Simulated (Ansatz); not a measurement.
Structures of equal composition on the (111) surface of fcc Ni, ferromagnetic: one row in 4 of the top plane missing; p(2x2), one Ni site of the top plane empty. The slabs share one bottom face, and each structure is named by its start. These are constructed structures in small cells; real faces may alloy, dewet or reconstruct in larger ones, and not all known structures of the face are among them. Slabs of about 10 Å with all that they carry, Fermi-Dirac smearing of 0.1 eV. Bottom of the slabs: a bare face, its two planes held. Relaxed from the named starts with such symmetry as they have, on meshes of like density; energies extrapolated to zero smearing; no spin-orbit coupling, no U. Spin-polarised runs, if any, are marked in brackets, and their order is one that fits the cell; the others ran without spin. Where a second, spin-polarised start was run, the lower counts. The cells differ, so small differences also carry the error of unlike k-meshes.

All values below come from PBE (plane waves to 420 eV, PAW; Ansatz, an electronic-structure program).

Order them by energy per 1x1 cell (lowest first) at the level PBE.

one row in 4 of the top plane missing (0.00 eV [spin, 15.2 μB a cell]), p(2x2), one Ni site of the top plane empty (0.08 eV [spin, 15.3 μB a cell])
